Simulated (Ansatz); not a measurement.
The starting structures come from a database of crystals and need not be the phases stable at ambient conditions.

The decay constant κ of evanescent states in the gap governs leakage through a thin film.

Input:

```yaml
crystal:
  lattice:
    - [6.16149, 0.01539, 0.02174]
    - [-0.17066, 6.55426, 0.08458]
    - [-0.96485, 0.43323, 6.29738]
  atoms:
    - { symbol: Sc, position: [0.20529, 0.93499, 0.30244] }
    - { symbol: Sc, position: [0.79471, 0.06501, 0.69756] }
    - { symbol: P, position: [0.30911, 0.19493, 0.73449] }
    - { symbol: P, position: [0.69089, 0.80507, 0.26551] }
    - { symbol: S, position: [0.42060, 0.62509, 0.23938] }
    - { symbol: S, position: [0.57940, 0.37491, 0.76062] }
    - { symbol: S, position: [0.11327, 0.22406, 0.96555] }
    - { symbol: S, position: [0.88673, 0.77594, 0.03445] }
    - { symbol: S, position: [0.40257, 0.89635, 0.72099] }
    - { symbol: S, position: [0.59743, 0.10365, 0.27901] }
    - { symbol: S, position: [0.07983, 0.25961, 0.46709] }
    - { symbol: S, position: [0.92017, 0.74039, 0.53291] }
```

Space group of this cell: P-1. The cell was relaxed by PBE-D3(BJ); by r2SCAN its mean pressure is 1.1 GPa.

Transport runs along the normal of the first two printed cell vectors.

No gap correction and no spin-orbit coupling; mid-gap values are interpolated between computed energies.

Question: Give the band gap and the smallest decay constant κ at mid-gap that r2SCAN (Ansatz, a first-principles code) yields.

Answer: Gap 1.97 eV on a 6×6×6 mesh; κ = 0.237 1/Å, at the zone centre.
